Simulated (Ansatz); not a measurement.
The reference is KTaO3 in the cubic perovskite structure (space group Pm-3m, No. 221; a = 4.0244 Å).

One thing is altered: a hydrostatic pressure of 1.8 GPa.

Levels (all Ansatz, a quantum-chemistry and plane-wave program, PAW): PBE (420 eV, scalar-relativistic without spin-orbit coupling); r2SCAN (500 eV, no SOC); HSE06 (420 eV, no spin-orbit coupling); PBE+SOC (420 eV, spin-orbit coupling included).

At the geometry relaxed with PBE, these levels gave the following band gaps, in shuffled order: (a) 2.04 eV, (b) 2.18 eV, (c) 3.53 eV, (d) 2.58 eV.

Match each gap to its level.

(a) PBE+SOC; (b) PBE; (c) HSE06; (d) r2SCAN.

Single points use the geometry relaxed with PBE. HSE06 was sampled on its mesh, a few special points and the semilocal edge points, so its gap is an upper bound. The spin-orbit shifts are approximate. Spin-orbit coupling, missing from the scalar runs, can matter with Ta. Load acts through the strain it causes; cell and atoms are relaxed under it. Whether these cells are dynamically stable was not tested.
